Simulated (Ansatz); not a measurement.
System: MgO (P6₃mc, No. 186, 4 atoms in the cell; start mp-549706; a measured phase of this formula has another space group). Method: r²SCAN-D4 in Ansatz (plane waves, PAW).

Run with plane-wave cutoff 500 eV, 18×18×8 k mesh (along the axes of the cell as run), gaussian smearing 0.02 eV, scalar-relativistic PAW data made under PBE.

Cell (relaxed at this level):

```yaml
crystal:
  lattice:
    - [3.28540, 0.00000, 0.00000]
    - [-1.64270, 2.84524, 0.00000]
    - [0.00000, 0.00000, 5.00475]
  atoms:
    - { symbol: Mg, position: [0.33333, 0.66667, 0.00410] }
    - { symbol: Mg, position: [0.66667, 0.33333, 0.50410] }
    - { symbol: O, position: [0.33333, 0.66667, 0.40050] }
    - { symbol: O, position: [0.66667, 0.33333, 0.90050] }
```

Task: Estimate the band gap that the calculation returns.

Result: 
- band gap: 4.25 eV (on the SCF k mesh)

Note: a distance lies near a switch of the dispersion term, which can move the cell; the relaxation could not lower the start's symmetry, so the cell can be a saddle point above a distorted one.

Computed values are for the static lattice.

Computing time: roughly 2.3 core-minutes.

A start named mp-… is a Materials Project structure, which need not be a measured phase.

Ansatz is an electronic-structure program.
